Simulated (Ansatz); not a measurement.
Phonon-limited transport in metals: Pb (Fm-3m) under several functionals (Ansatz, an electronic-structure program, without spin-orbit coupling). The PBE cell:

Pb has the cubic space group Fm-3m (No. 225), the fcc (Cu type) structure, Pearson symbol cF4. Conventional cell: a = b = c = 5.0302 Å, α = β = γ = 90.00°. Pb on 4a is surrounded by 12 Pb at 3.557 Å (cuboctahedral). (Neighbours: up to the widest gap in distance over summed covalent radii, below 1.35, at either atom.)
(The calculation used a cell of 1 atom; values per cell refer to that cell.)

```json
[
 {"Functional": "LDA", "cell relaxed with": "LDA", "volume (Å³/atom)": "29.18", "resistivity at 300 K": "11.2 μΩ·cm", "mean free path at 300 K": "7.7 nm", "electron-phonon coupling λ": "1.10", "logarithmic mean phonon energy": "5.5 meV"},
 {"Functional": "PBE", "cell relaxed with": "PBE", "volume (Å³/atom)": "31.82", "resistivity at 300 K": "13.6 μΩ·cm", "mean free path at 300 K": "6.9 nm", "electron-phonon coupling λ": "1.15", "logarithmic mean phonon energy": "5.2 meV"},
 {"Functional": "PBEsol", "cell relaxed with": "PBEsol", "volume (Å³/atom)": "30.18", "resistivity at 300 K": "11.5 μΩ·cm", "mean free path at 300 K": "7.7 nm", "electron-phonon coupling λ": "1.08", "logarithmic mean phonon energy": "5.4 meV"}
]
```

For the resistivity at 300 K, PBE gives 13.6 μΩ·cm and PBEsol 11.5 μΩ·cm: PBE lies 18 % above.

The PBE and PBEsol rows stand on cells whose volumes differ by 5.4 %, so the difference holds the effect of the cell as well as that of the functional.

Metals; harmonic phonons alone scatter; means over directions. The mean free path is weighted by the current that each state carries. Halving the electron mesh moves these values by up to 2 %; q meshes are mostly untested. Some of the runs warned that the eigensolver left states short of its tolerance. Spin-orbit coupling is left out.
